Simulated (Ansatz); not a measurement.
**Zr: response to strain**

Base system: Zr in the hcp (Mg type) structure (space group P6_3/mmc, No. 194; relaxed with 0.1 eV smearing).

```yaml
crystal:
  lattice:
    - [3.23041, 0.00000, 0.00000]
    - [-1.61520, 2.79762, 0.00000]
    - [0.00000, 0.00000, 5.17879]
  atoms:
    - { symbol: Zr, position: [0.66667, 0.33333, 0.75000] }
    - { symbol: Zr, position: [0.33333, 0.66667, 0.25000] }
```

Strains are applied to the cell and any free atomic positions relax.

Computed with PBE/PAW in Ansatz (a quantum-chemistry and plane-wave program), scalar-relativistic without spin-orbit coupling.

Notes on the quantities. pressure: mean of the normal stresses, compression positive; energy relative to the base: free energy F.

```
change                    pressure  volume per atom  energy relative to the base
------------------------  --------  ---------------  ---------------------------
base                       0.0 GPa         23.40 Å³                   0 meV/atom
isotropic strain −2.00 %   6.2 GPa         22.03 Å³                 +26 meV/atom
isotropic strain −1.50 %       [?]         22.36 Å³                 +14 meV/atom
isotropic strain −1.00 %   3.0 GPa         22.71 Å³                          [?]
isotropic strain −0.50 %   1.4 GPa         23.05 Å³                +1.5 meV/atom
isotropic strain +0.50 %  -1.4 GPa         23.75 Å³                +1.5 meV/atom
isotropic strain +1.00 %  -2.7 GPa         24.11 Å³                +6.0 meV/atom
isotropic strain +1.50 %  -3.9 GPa         24.47 Å³                 +13 meV/atom
isotropic strain +2.00 %  -5.0 GPa         24.83 Å³                 +23 meV/atom
isotropic strain +3.00 %  -7.1 GPa         25.57 Å³                 +52 meV/atom
```

### Question
Fill in the withheld entries from the trend.

### Answer

- isotropic strain −1.50 %, pressure: 4.6 GPa
- isotropic strain −1.00 %, energy relative to the base: +6.3 meV/atom

Whether these cells are dynamically stable was not tested. All final runs are without spin polarisation.
